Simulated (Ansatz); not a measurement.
## A computed series for hypothetical rutile SnSe2: pressure series

Base system: SnSe2 in the rutile structure (space group P4_2/mnm, No. 136; a = 6.4151 Å, c = 3.9945 Å; a hypothetical phase, not in the database extracts checked).

Cell and atoms are relaxed at each pressure.

All numbers come from PBEsol (Ansatz, an electronic-structure program, PAW, scalar-relativistic without spin-orbit coupling).

Two rows of this table had their results exchanged by mistake.

```
pressure           volume per atom (Å³)  shortest distance (Å)  band gap
-----------------  --------------------  ---------------------  --------
pressure −2 GPa                   28.74                  2.681      zero
pressure −1 GPa                   24.19                  2.596      zero
pressure 0.9 GPa                  26.94                  2.659      zero
pressure 2.1 GPa                  26.40                  2.649      zero
pressure 4.5 GPa                  25.49                  2.629      zero
pressure 9 GPa                    27.99                  2.674      zero
pressure 15 GPa                   22.89                  2.538      zero
pressure 22.5 GPa                 21.66                  2.479      zero
pressure 30 GPa                   20.70                  2.431      zero
```

Problem. Which two?

Solution. The rows for pressure −1 GPa and pressure 9 GPa: the volume has to fall steadily with pressure, so 27.99 Å³ belongs to pressure −1 GPa and 24.19 Å³ to pressure 9 GPa.

Load acts through the strain it causes; cell and atoms are relaxed under it. Stability against distortions was not tested. Competing high-pressure phases were not computed. All final runs are without spin polarisation. The zero or small gap of SnSe2 can change with the level of theory.
